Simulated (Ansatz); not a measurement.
Take Se (space group P3_121, No. 152; a = 4.506 Å, c = 4.991 Å; made of chains) as the base. Axes: x lies along a and z along c of the hexagonal cell.

Calculations: r2SCAN/PAW in Ansatz (a program for electronic structure), no spin-orbit coupling.

For the base:

```
Item        Value
--------  -------
Band gap  1.33 eV
```

Now apply this change: biaxial strain +0.95 %, plane normal [001], relaxed out of plane (Cartesian); in-plane vectors clamped, the third vector and the atoms free.

**Question.** How does this affect the band gap?

**Answer.** The band gap increases by 0.06 eV (1.33 eV → 1.39 eV).

**Question.** How does this affect the out-of-plane strain?

**Answer.** The out-of-plane strain comes out as -0.29 %.

Stability against distortions was not tested. No dispersion term is included, though the crystal is made of layers, chains or molecules, so its spacings can come out too wide.
